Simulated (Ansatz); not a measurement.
Effect of isotropic strain +2.50 % on BAs

The reference is BAs in the zinc blende structure (space group F-43m, No. 216; a = 4.784 Å).

Modification: every lattice vector is stretched by 2.50 %; the atoms relax in the strained cell.

Calculations: r2SCAN/PAW in Ansatz (a first-principles code), without spin-orbit coupling. Γ-centred 12×12×12 mesh, Fermi–Dirac width 0.05 eV.

| quantity | base | changed | shift |
|---|---|---|---|
| shortest interatomic distance | 2.071 Å | 2.123 Å | +0.052 Å |
| energy relative to the base (free energy F) | 0 meV/atom | +31 meV/atom | +31 meV/atom |
| pressure | 0.00 GPa | -8.96 GPa | -8.965 GPa |
| band gap | 1.38 eV | 1.45 eV | +0.07 eV |
| gap character | indirect, Γ → Γ–X (76 % along) | indirect, Γ → Γ–X (76 % along) | – |
| smallest direct gap | 3.44 eV | 3.36 eV | -0.08 eV |
| mean gap deformation potential ΔEg/Δln V | – | +0.9 eV | – |
| width of the top valence band | 5.41 eV | 4.97 eV | -0.44 eV |
| electron mass | 1.1 mₑ along k, 0.21 mₑ across (off the special points) | 1.1 mₑ along k, 0.21 mₑ across (off the special points) | – |
| hole mass (degenerate bands, along [100]) | 0.21, 0.22, 0.22 mₑ (at Γ) | 0.18, 0.23, 0.23 mₑ (at Γ) | – |
| valley order (the lowest conduction-band minima on the path, energy above the VBM, named in the base's zone) | a point along ⟨100⟩, about 1.0 Å⁻¹ from Γ 1.38 eV; L along ⟨111⟩ 2.94 eV | a point along ⟨100⟩, about 1.0 Å⁻¹ from Γ 1.45 eV; L along ⟨111⟩ 2.50 eV | – |

Masses are band curvatures over ±0.01 Å⁻¹ around the edge. Along k means along the line from Γ to the band edge. Whether these cells are dynamically stable was not tested.
